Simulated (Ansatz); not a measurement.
Convergence study of the plane-wave cutoff for Ta (Im-3m, 1 atom in the cell)

```
CELL_PARAMETERS angstrom
     -1.65825     1.65825     1.65825
      1.65825    -1.65825     1.65825
      1.65825     1.65825    -1.65825
ATOMIC_POSITIONS crystal
  Ta 0.00000 0.00000 0.00000
```

Computed with PBE, PAW files (plane waves; Ansatz, an electronic-structure program).

Base settings: basis.ecutwfc = 420 eV; kpoints.mp_grid.grid = 14 14 14; hamiltonian.xc = pbe; hamiltonian.pseudopotentials = {kind: paw} (the program's default PAW files); scf.occupations.method = gaussian; scf.occupations.width = 0.1 eV.

The second cell is the first with its lattice scaled by 0.98.

The mesh stays at the base's, so the ladder's end is converged at best in this setting alone.

The first pressure column holds Ansatz's estimate of the finite-basis (Pulay) stress, which hides part of the cutoff error; the other is without it.

Only quantities that move along the ladder and can be compared are tabulated.

The count of work is k-points × plane waves × bands × iterations; it is no time. 

The starting cell has typed, rounded lattice constants, without a prior relaxation at this level. Its lattice was rescaled by up to half a per cent. Spin polarisation is off.

```csv
basis.ecutwfc,free energy less the last step's (meV/atom),energy of the compressed cell less the first (meV/atom),pressure (GPa),pressure without the Pulay estimate (GPa),count of work / last
145 eV,14560.33,-69.22,-26.48,-404.06,0.061
170 eV,6510.98,44.78,1.12,-219.94,0.067
190 eV,3212.00,59.59,4.65,-127.25,0.067
210 eV,1514.71,51.88,1.25,-70.38,0.10
230 eV,679.10,54.48,1.54,-36.70,0.11
250 eV,287.46,51.35,0.48,-17.94,0.14
295 eV,36.41,46.78,0.38,-2.72,0.16
335 eV,5.36,47.38,0.48,0.04,0.19
380 eV,1.61,47.43,0.47,0.41,0.25
420 eV,0.82,47.37,0.46,0.43,0.29
460 eV,0.40,47.32,0.46,0.44,0.30
505 eV,0.22,47.32,0.46,0.45,0.36
565 eV,0.13,47.31,0.46,0.45,0.43
630 eV,0.08,47.31,0.46,0.45,0.52
735 eV,0.06,47.30,0.46,0.45,0.61
840 eV,0.03,47.30,0.46,0.45,0.74
1010 eV,0.00,47.31,0.46,0.45,1.0
```

Coarsest basis.ecutwfc that holds the pressure within 0.1 GPa of the last step, with all finer ones: 250 eV, at 0.14 of the last step's count of work; the step before is off by 1.1 GPa.

Coarsest basis.ecutwfc that holds the energy of the compressed cell less the first within 2 meV/atom of the last step, with all finer ones: 295 eV, at 0.16 of the last step's count of work; the step before is off by 4.0 meV/atom.

Coarsest basis.ecutwfc that holds the pressure without the Pulay estimate within 0.1 GPa of the last step, with all finer ones: 380 eV, at 0.25 of the last step's count of work; the step before is off by 0.42 GPa.

The energy difference between the two cells stays within 1 meV/atom of the last step's from 295 eV on, the total only from 420 eV on: much of the error is common to both cells and cancels.

At the lowest cutoff the pressure without the Pulay estimate lies 405 GPa under the last step's, the usual sign of Pulay stress in an incomplete plane-wave basis.

Keys are those of Ansatz 0.2.
